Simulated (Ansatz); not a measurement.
Take Li2S in the anti-fluorite structure (space group Fm-3m, No. 225; a = 5.655 Å) as the base. Axes: x, y, z lie along the cube axes.

Method: Ansatz (a first-principles code), PBEsol, PAW, cutoff 420 eV, no spin-orbit coupling.

Before the change:

| Property | Value |
|---|---|
| Valence-band top at Γ | 0.00, 0.00, 0.00 eV |

Perturbation: biaxial strain +1.00 %, plane normal [001], relaxed out of plane (Cartesian); in-plane vectors clamped, the third vector and the atoms free.

Task: Estimate the effect on the valence-band top at Γ and hole mass.

Result: The valence-band top at Γ (three highest levels, from the VBM) becomes 0.00, -0.05, -0.05 eV (base: 0.00, 0.00, 0.00 eV); the hole mass is 0.46 mₑ out of plane, 0.91 mₑ in plane (at Γ).

The levels and masses belong to the bands next to the band gap. Effective masses come from finite differences of ±0.01 Å⁻¹. Stability against distortions was not tested.
